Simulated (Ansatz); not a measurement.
Consider MoSi$_{2}$ (space group I4/mmm, No. 139).

```
CELL_PARAMETERS angstrom
     -1.60086     1.60086     3.90929
      1.60086    -1.60086     3.90929
      1.60086     1.60086    -3.90929
ATOMIC_POSITIONS crystal
  Mo 0.00000 0.00000 0.00000
  Si 0.33530 0.33530 0.00000
  Si 0.66470 0.66470 0.00000
```

Cartesian axes are those of the cell as printed.

Calculations: r2SCAN in Ansatz (plane waves to 500 eV, PAW, no SOC).

Strains are applied to the cell and any free atomic positions relax; under biaxial strain the out-of-plane vector relaxes too.

One change was made to it. Results:

```tsv
quantity	base	after
pressure (mean of the normal stresses, compression positive)	0.0 GPa	17.0 GPa
energy relative to the base (free energy F)	0 meV/atom	+87 meV/atom
shortest interatomic distance	257.5 pm	253.6 pm
```

### Question
Which of these changes matches the shifts?
(A) uniaxial strain ε_xx = −5.61 %
(B) strain tensor (xx, yy, zz, yz, xz, xy) = (+2.13, +1.69, +0.09, +0.33, +0.85, +0.27) %
(C) strain tensor (xx, yy, zz, yz, xz, xy) = (+1.79, −1.59, −0.41, −0.78, +0.91, −0.88) %
(D) biaxial strain −4.37 %, plane normal [001], relaxed out of plane

### Answer
D, biaxial strain −4.37 %, plane normal [001], relaxed out of plane. For comparison, the energy relative to the base in the other runs: strain tensor (xx, yy, zz, yz, xz, xy) = (+2.13, +1.69, +0.09, +0.33, +0.85, +0.27) % gives +19 meV/atom; uniaxial strain ε_xx = −5.61 % gives +60 meV/atom; strain tensor (xx, yy, zz, yz, xz, xy) = (+1.79, −1.59, −0.41, −0.78, +0.91, −0.88) % gives +15 meV/atom.

A case with no gap was solved on a k-mesh chosen for an insulator, which is coarse for it. Without a gap, meshes like the base's 14×14×14 leave anisotropic stresses uncertain by several tenths of a GPa, and small strain energies with them. No phonon test of stability was made. All final runs are without spin polarisation.

Ansatz is an electronic-structure program.
